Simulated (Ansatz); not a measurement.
```yaml
crystal:
  lattice:
    - [3.65420, 0.00000, 0.00000]
    - [-1.82710, 3.16463, 0.00000]
    - [0.00000, 0.00000, 6.03026]
  atoms:
    - { symbol: Yb, position: [0.33333, 0.66667, 0.75000] }
    - { symbol: Yb, position: [0.66667, 0.33333, 0.25000] }
```

No spin polarisation.

Calculations: r2SCAN (Ansatz, a first-principles code, PAW, no spin-orbit coupling), earlier PAW set. k-mesh 15×15×8 (Γ-centred); smearing 0.05 eV (Fermi–Dirac).

Question: Predict the band gap and space group.

Answer: 
```json
{
  "band_gap": "zero",
  "space_group": "P6_3/mmc (No. 194)"
}
```

The state of the 4f shell was not checked for lower solutions. No phonon test of stability was made. Seeded moments were not kept for Gd → Yb. The final runs are not spin-polarised. The cell was made from Gd by this change: Gd → Yb; the result is a model cell. This is not the structure that Yb has at room temperature and ambient pressure.
